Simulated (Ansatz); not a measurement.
The starting structures come from a database of crystals and need not be the phases stable at ambient conditions.

Tunnelling through a barrier is set by its complex band structure: the current falls as exp(−2κd) with the smallest κ.

```xyz
10
Lattice="5.2556 0.0000 0.0000 0.0000 12.6035 0.0000 2.6278 4.2012 1.5172" Properties=species:S:1:pos:R:3 pbc="T T T"
Lu     5.2556     3.1509     0.0000
Lu     0.0000     9.4526     0.0000
Al     0.0000     0.0000     0.0000
Al     0.0000     6.3017     0.0000
O      2.1715     3.1509     0.0000
O      3.0841     9.4526     0.0000
O      1.5421    11.5532     0.3634
O      6.3414     5.2514     1.1538
O      4.1699    11.5532     1.1538
O      3.7136     5.2514     0.3634
```

Space group of this cell: R-3c. The cell is taken as given; by PBEsol its mean pressure is -3.7 GPa.

Transport runs along the normal of the first two printed cell vectors, the (100) plane of the conventional cell.

The gap is the functional's own, uncorrected, and κ follows it; spin-orbit coupling is left out. Mid-gap values are interpolated between the computed energies.

Task: Compute, with PBEsol in Ansatz (a quantum-chemistry and plane-wave program), the band gap and the smallest decay constant κ at mid-gap.

Result: Gap 4.93 eV on a 20×20×20 mesh; κ = 0.371 1/Å, at the zone centre.
